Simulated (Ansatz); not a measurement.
Input and output of a self-consistent single point for K2InCuBr6 (Fm-3m, 10 atoms in the cell) (Ansatz, a program for electronic structure).

Level of theory: r2SCAN, default PAW files made with PBE (plane waves; Ansatz).

```xyz
10
Lattice="0.0000 5.3908 5.3908 5.3908 0.0000 5.3908 5.3908 5.3908 0.0000" Properties=species:S:1:pos:R:3 pbc="T T T"
K      8.0861     8.0861     8.0861
K      2.6954     2.6954     2.6954
In     0.0000     0.0000     0.0000
Cu     5.3908     5.3908     5.3908
Br     2.7492     5.3908     5.3908
Br     8.0323     5.3908     5.3908
Br     5.3908     2.7492     5.3908
Br     5.3908     8.0323     5.3908
Br     5.3908     5.3908     2.7492
Br     5.3908     5.3908     8.0323
```

Reference input (self-consistent single point, DFT, r2SCAN, plane waves, default PAW files made with PBE): basis.ecutwfc = 500 eV; kpoints.mp_grid.grid = 3 3 3; hamiltonian.xc = r2scan; hamiltonian.pseudopotentials = {kind: paw} (the program's default PAW files); scf.occupations.method = gaussian; scf.occupations.width = 0.272 eV. This run's input differs from it in these lines:

Ansatz 0.2 input:
```diff
@@ -21,3 +21,3 @@
   mp_grid:
-    grid: [3, 3, 3]
+    grid: [7, 7, 7]
 hamiltonian:
```

Output (repeated stretches shortened):

```
SCF iter   1: F=—  HF=-32097.525370 eV  |F-HF|=—  |Δ(HF+E_count)|=         —  Δρ=1.49e-2  dr2=4.81e-1  dr2_τ=1.79e-2  ethr=1.77e-3  ⟨swp⟩=10.1  Hψ=5231  notcnv=0
all-band conjugate gradients solve this SCF's bands
preconditioner: auto → Kerker (q_TF=auto, 2.224 Å⁻¹)
SCF iter   2: F=—  HF=-32097.588719 eV  |F-HF|=—  |Δ(HF+E_count)|=   6.33e-2  Δρ=1.36e-2  dr2=3.72e-1  dr2_τ=3.28e-3  ethr=5.23e-4  ⟨swp⟩=2.0  Hψ=2339  notcnv=0  defer=55
   [... lines left out ...]
SCF iter   8: F=—  HF=-32097.511392 eV  |F-HF|=—  |Δ(HF+E_count)|=   2.55e-4  Δρ=2.03e-5  dr2=1.71e-6  dr2_τ=1.54e-8  ethr=2.13e-8  ⟨swp⟩=2.7  Hψ=1771  notcnv=0  defer=27
SCF iter   9: F=—  HF=-32097.511393 eV  |F-HF|=—  |Δ(HF+E_count)|=   7.75e-8  Δρ=5.24e-6  dr2=3.09e-7  dr2_τ=1.97e-9  ethr=1.86e-9  ⟨swp⟩=2.3  Hψ=1615  notcnv=0  defer=27
SCF iter  10: F=-32097.511393 eV  HF=-32097.511393 eV  |F-HF|=3.11e-8  |Δ(HF+E_count)|=   5.37e-9  Δρ=3.04e-6  dr2=7.25e-8  dr2_τ=1.07e-9  ethr=1.09e-10  ⟨swp⟩=14.6  Hψ=5994  notcnv=0
SCF 1 converged in 10 iterations: F = -32097.511393 eV  dr2 = 7.25e-8
Free energy (F): -32097.511393 eV
Internal energy: -32097.478103 eV  (E = F + TS)
E sigma→0 (E₀):  -32097.494748 eV
Entropy (-TS):   -0.033289 eV (-3.329 meV/atom)
Fermi energy:    3.752184 eV
--- Forces (eV/Å), atoms counted from 1 ---
  atom   1  K      0.00000000    -0.00000000    -0.00000000
  atom   2  K      0.00000000     0.00000000     0.00000000
  atom   3  In    -0.00000000     0.00000000     0.00000000
  atom   4  Cu     0.00000000    -0.00000000    -0.00000000
  atom   5  Br    -0.13820881    -0.00000000    -0.00000000
  atom   6  Br     0.13820881     0.00000000    -0.00000000
  atom   7  Br     0.00000000    -0.13820881    -0.00000000
  atom   8  Br    -0.00000000     0.13820881    -0.00000000
  atom   9  Br     0.00000000     0.00000000    -0.13820881
  atom  10  Br     0.00000000    -0.00000000     0.13820881
--- Stress (GPa, compression-positive) ---
       -1.132420       0.000000       0.000000
        0.000000      -1.132420       0.000000
        0.000000      -0.000000      -1.132420
  P = ⅓ Tr σ = -1.1324 GPa (-11.324 kbar)
  The stress holds the Pulay correction. Without it, at fixed plane waves, as pw.x and ABINIT print it: P = -1.1563 GPa
```

The run converged in 10 iterations. Against the reference run the free energy stays essentially unchanged (within 1 meV/atom), the pressure hardly changes (-1.14 to -1.13 GPa) and the largest force goes from 0.171 to 0.138 eV/Å.

The starting cell comes from a database of computed structures (which also holds hypothetical and non-ambient phases and stackings), without a prior relaxation at this level. Spin polarisation is off, so a magnetic state, if there is one, cannot be reached. Ansatz's pressure includes its estimate of the finite-basis (Pulay) stress. The run gives no clean gap (levels at the Fermi energy touch, overlap or are partly filled at this smearing), which alone does not show that the compound is a metal.

Cost on one core of a shared machine: roughly 30 s.
